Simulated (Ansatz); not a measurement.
Consider the following.

End structure of a constructed model of the (111) surface of fcc Ni, ferromagnetic, a pseudomorphic layer of Au in the other hollow (bottom of the slab: a bare face, its two planes held):

```xyz
7
Lattice="2.4886 0.0000 0.0000 -1.2443 2.1552 0.0000 0.0000 0.0000 28.5000" Properties=species:S:1:pos:R:3 pbc="T T T"
Ni     0.0000     1.4368     8.0154
Ni     1.2443     0.7184    10.0474
Ni     0.0000     0.0000    12.0770
Ni     0.0000     1.4368    14.1120
Ni     1.2443     0.7184    16.1438
Ni     0.0000     0.0000    18.1542
Au     1.2443     0.7184    20.6704
```

Slab: 7 atoms, 12.5 Å thick at the start; k 17x17x1, smearing 0.1 eV, dipole-corrected; 2 atoms held, the rest relaxed; start symmetry kept, larger cells not searched; spin-polarised, ending with about 3.9 μB a cell; orders that need a larger cell were not tried, no spin-orbit, no U. In PBE it is, or lies within 0.01 eV a 1x1 cell of, the lowest of the 2 structures of its composition computed so far; larger cells were not tried.

Problem. Give the work function of the top face at the level PBE in Ansatz (a program for electronic structure).

Solution. 5.01 eV
